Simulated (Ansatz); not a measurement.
```
CELL_PARAMETERS angstrom
      4.91497     0.00000     0.00000
     -2.45748     4.25649     0.00000
      0.00000     0.00000     5.43130
ATOMIC_POSITIONS crystal
  Si 0.46891 0.00000 0.00000
  Si 0.00000 0.46891 0.33333
  Si 0.53109 0.53109 0.66667
  O  0.58661 0.85583 0.78489
  O  0.14417 0.73078 0.11822
  O  0.26922 0.41339 0.45156
  O  0.73078 0.14417 0.21511
  O  0.41339 0.26922 0.88178
  O  0.85583 0.58661 0.54844
```

Space group of this cell: P3_121. The cell is taken as given.

Calculation: r2SCAN (plane waves, PAW; Ansatz, a program for electronic structure).

The current runs along the normal of the first two printed vectors; no spin-orbit coupling. Scaled by the factor s: all lengths (ions clamped). Meshes 12×12×6 and 12×12 across the current in all rows.

| s | mean pressure (GPa) | band gap (eV) |
|---|---|---|
| 0.98 | 13.8 | 7.01 |
| 1.00 | 0.0 | 6.60 |
| 1.02 | -10.6 | ? |

Task: Take the slope of the band gap against ln s from the two given rows, extrapolate to s = 1.02, and say what the run there gives.

Result: Slope = (7.01 − 6.60) / ln 0.98 = -20.3 eV. The line gives 6.60 + (-20.3) × ln 1.02 = 6.20 eV. The run gives 6.15 eV, 0.05 eV under the line, 12 % of the predicted step.
